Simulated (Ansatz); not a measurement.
GaSb, response to strain

Consider GaSb in the zinc blende structure (space group F-43m, No. 216).

```cif
data_Ga4Sb4
_chemical_formula_sum 'Ga4 Sb4'
_space_group_name_H-M_alt 'F-43m'
_space_group_IT_number 216
_space_group_name_Hall 'F -4 2 3'
_cell_length_a 6.13236
_cell_length_b 6.13236
_cell_length_c 6.13236
_cell_angle_alpha 90.000
_cell_angle_beta 90.000
_cell_angle_gamma 90.000
loop_
_atom_site_label
_atom_site_type_symbol
_atom_site_symmetry_multiplicity
_atom_site_Wyckoff_symbol
_atom_site_fract_x
_atom_site_fract_y
_atom_site_fract_z
_atom_site_occupancy
Ga1 Ga 4 a 0.00000 0.00000 0.00000 1
Sb1 Sb 4 d 0.75000 0.75000 0.75000 1
```
(The calculation used a cell of 2 atoms; values per cell refer to that cell.)

Strains are applied to the cell and any free atomic positions relax.

Computed with r2SCAN (Ansatz, a first-principles code), scalar-relativistic without spin-orbit coupling.

Candidates:
(a) isotropic strain −2.50 %
(b) isotropic strain −2.00 %
(c) isotropic strain −0.50 %
(d) isotropic strain −1.00 %

Base values:

```
Property    Value
--------  -------
Band gap  0.41 eV
```

Q: Order them by band gap, highest first.

A: (a) isotropic strain −2.50 % (0.86 eV), (b) isotropic strain −2.00 % (0.83 eV), (d) isotropic strain −1.00 % (0.64 eV), (c) isotropic strain −0.50 % (0.53 eV)

Spin-orbit coupling, missing from the scalar runs, can matter with Sb. Stability against distortions was not tested.
